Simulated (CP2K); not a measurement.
Troubleshooting CP2K: a failed run on Na3Tl (P6_3/mmc, 8 atoms in the cell). The aim is a self-consistent single point with DFT PBEsol, GPW, DZVP-MOLOPT-SR-GTH basis, GTH-PBE potentials (GTH_POTENTIALS).

Input as run:

```
&GLOBAL
  PROJECT calc
  RUN_TYPE ENERGY_FORCE
  PRINT_LEVEL LOW
&END GLOBAL
&FORCE_EVAL
  METHOD Quickstep
  STRESS_TENSOR ANALYTICAL
  &DFT
    BASIS_SET_FILE_NAME BASIS_MOLOPT
    POTENTIAL_FILE_NAME GTH_POTENTIALS
    &QS
      METHOD GPW
      EPS_DEFAULT 1E-10
    &END QS
    &MGRID
      CUTOFF 950
      REL_CUTOFF 40
      NGRIDS 5
    &END MGRID
    &SCF
      SCF_GUESS ATOMIC
      EPS_SCF 1E-6
      MAX_SCF 3
      ADDED_MOS 14
      &DIAGONALIZATION
        ALGORITHM STANDARD
      &END DIAGONALIZATION
      &MIXING
        METHOD BROYDEN_MIXING
        ALPHA 0.2
        NBUFFER 10
      &END MIXING
      &SMEAR ON
        METHOD FERMI_DIRAC
        ELECTRONIC_TEMPERATURE [K] 1578.21
      &END SMEAR
    &END SCF
    &KPOINTS
      SCHEME MONKHORST-PACK 4 4 4
      GAMMA_CENTERED T
    &END KPOINTS
    &XC
      &XC_FUNCTIONAL
        &PBE
          PARAMETRIZATION PBESOL
        &END PBE
      &END XC_FUNCTIONAL
    &END XC
    &PRINT
      &MO
        EIGENVALUES T
        OCCUPATION_NUMBERS T
        NDIGITS 8
        FILENAME mo
        &EACH
          QS_SCF 0
        &END EACH
        ADD_LAST NUMERIC
      &END MO
      &MULLIKEN OFF
      &END MULLIKEN
    &END PRINT
  &END DFT
  &SUBSYS
    &CELL
      A 7.09990500 0.00000000 0.00000000
      B -3.54995200 6.14869800 0.00000000
      C 0.00000000 0.00000000 5.84065700
      PERIODIC XYZ
    &END CELL
    &COORD
      SCALED
      Na       0.35071000     0.17535500     0.75000000
      Na       0.64929000     0.82464500     0.25000000
      Na       0.17535500     0.35071000     0.25000000
      Na       0.82464500     0.64929000     0.75000000
      Na       0.82464500     0.17535500     0.75000000
      Na       0.17535500     0.82464500     0.25000000
      Tl       0.66666700     0.33333300     0.25000000
      Tl       0.33333300     0.66666700     0.75000000
    &END COORD
    &KIND Na
      BASIS_SET DZVP-MOLOPT-SR-GTH-q9
      POTENTIAL GTH-PBE-q9
    &END KIND
    &KIND Tl
      BASIS_SET DZVP-MOLOPT-SR-GTH-q13
      POTENTIAL GTH-PBE-q13
    &END KIND
  &END SUBSYS
  &PRINT
    &FORCES ON
    &END FORCES
    &STRESS_TENSOR ON
    &END STRESS_TENSOR
  &END PRINT
&END FORCE_EVAL
```

Output, abridged:

```
 SCF WAVEFUNCTION OPTIMIZATION

  Step     Update method      Time    Convergence         Total energy    Change
     1 NoMix/Diag. 0.20E+00      -     0.67491385      -386.1047150238 -3.86E+02
     2 Broy./Diag. 0.20E+00      -     0.01077237      -384.8781249446  1.23E+00
     3 Broy./Diag. 0.20E+00      -     0.03164059      -385.6635024033 -7.85E-01
  Leaving inner SCF loop after reaching     3 steps.

  Overlap energy of the core charge distribution:               0.00000000000000
  Self energy of the core charge distribution:               -935.01600982505443
  Core Hamiltonian energy:                                    256.43053920815214
   [... lines left out ...]
  Fermi energy:                                                 0.10645080028981
  Total energy:                                              -385.66350240334316
   [... lines left out ...]
 * [ABORT]                                                                     *
 *  \___/     SCF run NOT converged. To continue the calculation regardless,   *
 *    |             please set the keyword IGNORE_CONVERGENCE_FAILURE.         *
 *  O/|                                                                        *
 * /| |                                                                        *
 * / \                                                            qs_scf.F:702 *
 *******************************************************************************

 ===== Routine Calling Stack =====

            4 scf_env_do_scf
            3 qs_energies
            2 qs_forces
            1 CP2K
Abort(1) on node 0 (rank 0 in comm 0): application called MPI_Abort(MPI_COMM_WORLD, 1) - process 0
```

Task: Diagnose the run.

Result: The fault is an iteration limit that is too low. The loop is cut before its threshold is met, so whatever is printed at the end is not self-consistent. To fix it, raise the limit, or leave it to the default. The run ended unconverged after 3 iterations.

The sound input it was made from differs as follows (other fixes are possible):
```diff
-      MAX_SCF 3
+      MAX_SCF 100
```

With that input, the run converged in 12 iterations: free energy E − TS -10499.7279 eV; Fermi level (on the code's own zero) 2.89 eV; pressure -0.79 GPa; largest force (vector length) 0.023 eV/Å (DFT PBEsol, GPW, DZVP-MOLOPT-SR-GTH basis, GTH-PBE potentials (GTH_POTENTIALS)).

On the sound input: the starting cell comes from a database of computed structures (which also holds hypothetical and non-ambient phases and stackings), without a prior relaxation at this level. Its lattice was rescaled by a random factor within 2.5 % of one. Values carry the incompleteness of an atom-centred basis. The potentials were made for another functional than the one used.
